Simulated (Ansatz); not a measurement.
# What uniaxial strain ε_yy = +0.81 % does to Pd

Start from Pd in the fcc (Cu type) structure (space group Fm-3m, No. 225; a = 3.876 Å). Axes: x, y, z lie along the cube axes.

The change: uniaxial strain ε_yy = +0.81 %, all other strain components held at zero; the atoms relax in the strained cell.

All numbers come from PBEsol (Ansatz, a quantum-chemistry and plane-wave program), without spin-orbit coupling. Γ-centred 21×21×21 mesh, Fermi–Dirac width 0.05 eV.

```csv
quantity,base,changed,shift
volume per atom,14.55 Å³,14.67 Å³,+0.12 Å³
space group,Fm-3m (No. 225),I4/mmm (No. 139),–
shortest interatomic distance,274.1 pm,274.1 pm,0.0 pm
energy relative to the base (free energy F),0 meV/atom,+0.7 meV/atom,+0.7 meV/atom
"pressure (mean of the normal stresses, compression positive)",0.0 GPa,-1.6 GPa,-1.6 GPa
band gap,zero,zero,–
"stress (xx, yy, zz, yz, xz, xy; compression positive) (rough)",–,"(-1.4, -1.9, -1.4, 0.0, 0.0, 0.0) GPa",–
```

Final structure:

```xyz
1
Lattice="0.0000 1.9536 1.9379 1.9379 0.0000 1.9379 1.9379 1.9536 0.0000" Properties=species:S:1:pos:R:3 pbc="T T T"
Pd     0.0000     0.0000     0.0000
```

Cost of the whole job for the changed cell (relaxation, final SCF and bands): about 21 core-seconds (a rough figure).

Without a gap, meshes like the base's 21×21×21 leave anisotropic stresses uncertain by several tenths of a GPa, and small strain energies with them. Whether these cells are dynamically stable was not tested. All final runs are without spin polarisation.
